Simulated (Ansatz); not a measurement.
The parent structure is Os in the hcp (Mg type) structure (space group P6_3/mmc, No. 194; relaxed with 0.1 eV smearing).

```yaml
crystal:
  lattice:
    - [2.72903, 0.00000, 0.00000]
    - [-1.36451, 2.36341, 0.00000]
    - [0.00000, 0.00000, 4.30906]
  atoms:
    - { symbol: Os, position: [0.66667, 0.33333, 0.75000] }
    - { symbol: Os, position: [0.33333, 0.66667, 0.25000] }
```

The values are results of PBEsol, PAW, 420 eV (Ansatz, a first-principles code; spin-orbit coupling left out), not measurements.

Strains are applied to the cell and any free atomic positions relax.

One change was made to it. Results:

The energy grows by 63 meV/atom; the pressure (mean of the normal stresses, compression positive) goes from zero to -22.3 GPa; the band gap is still zero.

Q: Which of these changes matches the shifts?
A) isotropic strain +1.50 %
B) isotropic strain +3.00 %
C) isotropic strain −1.00 %
D) isotropic strain +1.00 %
E) isotropic strain +2.00 %

A: E, isotropic strain +2.00 %. For comparison, the energy relative to the base in the other runs: isotropic strain +3.00 % gives +136 meV/atom; isotropic strain −1.00 % gives +18 meV/atom; isotropic strain +1.00 % gives +16 meV/atom; isotropic strain +1.50 % gives +36 meV/atom.

No phonon test of stability was made. All final runs are without spin polarisation.
